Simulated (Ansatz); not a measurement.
For TiGe2 (model structure, started from the Al2Cu type, I4/mcm, No. 140, 6 atoms in the cell), PBEsol (plane waves, PAW; Ansatz, a program for electronic structure) gives:

- lattice constant a: 6.327 Å
- c axis length: 5.427 Å
- enthalpy of formation: -0.283 eV/atom

What does PBE-D3(BJ) (Ansatz, PAW) give for the same quantities?


- lattice constant a: 6.306 Å (drops by 0.3 %)
- lattice parameter c: 5.420 Å (shrinks by 0.1 %)
- formation enthalpy: -0.250 eV/atom (moves by +0.033 eV/atom)

Changes are worked out from the printed values.

Unless a cell is named, each level is at its own relaxed cell (PBEsol 18.10, PBE-D3(BJ) 17.96 Å³/atom).

Ansatz's density-functional and Hartree–Fock values are scalar-relativistic unless marked +SOC, with PAW data made under PBE.

A model structure was made by putting elements into a prototype or built by hand; it is no filed structure, need not be a known phase, and can be a saddle point held by its symmetry.
